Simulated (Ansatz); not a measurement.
# A computed series for BN: response to strain

Base system: BN in the zinc blende structure (space group F-43m, No. 216; a = 3.610 Å). Axes: x, y, z lie along the cube axes.

Strains are applied to the cell and any free atomic positions relax; under biaxial strain the out-of-plane vector relaxes too.

Computed with r2SCAN/PAW in Ansatz (a first-principles code), no SOC.

Candidates:
(a) biaxial strain +1.67 %, plane normal [111], relaxed out of plane
(b) biaxial strain +0.83 %, plane normal [111], relaxed out of plane
(c) biaxial strain +2.08 %, plane normal [111], relaxed out of plane

Before the change:

```
Quantity   Result
--------  -------
Band gap  5.00 eV
```

Question: Order them by band gap, highest first.

Answer: (b) biaxial strain +0.83 %, plane normal [111], relaxed out of plane (4.96 eV), (a) biaxial strain +1.67 %, plane normal [111], relaxed out of plane (4.91 eV), (c) biaxial strain +2.08 %, plane normal [111], relaxed out of plane (4.89 eV)

No phonon test of stability was made.
